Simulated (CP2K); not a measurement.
Band structure of InP (F-43m, 2 atoms in the cell).

```
CELL_PARAMETERS angstrom
      4.15072     0.00000     0.00000
      2.07536     3.59463     0.00000
      2.07536     1.19821     3.38905
ATOMIC_POSITIONS crystal
  In 0.00000 0.00000 0.00000
  P  0.25000 0.25000 0.25000
```

Level of theory: PBE, GPW, DZVP-MOLOPT-SR-GTH basis, GTH-PBE potentials (GTH_POTENTIALS) (CP2K 2026.2).

Settings: CUTOFF = 500 Ry; REL_CUTOFF = 50 Ry; SMEAR/METHOD = FERMI_DIRAC; ELECTRONIC_TEMPERATURE = 232.09 K; KPOINTS/SCHEME = MONKHORST-PACK 7 7 7; XC_FUNCTIONAL = PBE; In/BASIS_SET = DZVP-MOLOPT-SR-GTH; In/POTENTIAL = GTH-PBE-q13; P/BASIS_SET = DZVP-MOLOPT-SR-GTH; P/POTENTIAL = GTH-PBE-q5; METHOD = GPW; EPS_DEFAULT = 1e-10; EXTRAPOLATION = USE_GUESS; NGRIDS = 5.

The starting cell has typed, rounded lattice constants, without a prior relaxation at this level. Values carry the incompleteness of an atom-centred basis.

Predict the gap along the standard path and the places of the band edges.

The gap along the path is 0.65 eV, direct at Γ to within 0.01 eV.

Levels in eV from the top of the valence band on the SCF mesh, bands 6 to 10:
```
point       6      7      8      9    10
-----  ------  -----  -----  -----  ----
Γ      -11.50   0.00   0.00   0.00  0.65
X       -9.17  -5.76  -2.33  -2.33  1.80
W       -9.09  -5.61  -2.95  -2.91  4.39
K       -9.18  -5.62  -3.31  -1.94  2.41
L       -9.81  -5.74  -0.98  -0.98  1.48
U       -9.18  -5.62  -3.31  -1.94  2.41
```

Higher empty bands are left out: an atom-centred basis made for the valence describes them poorly.
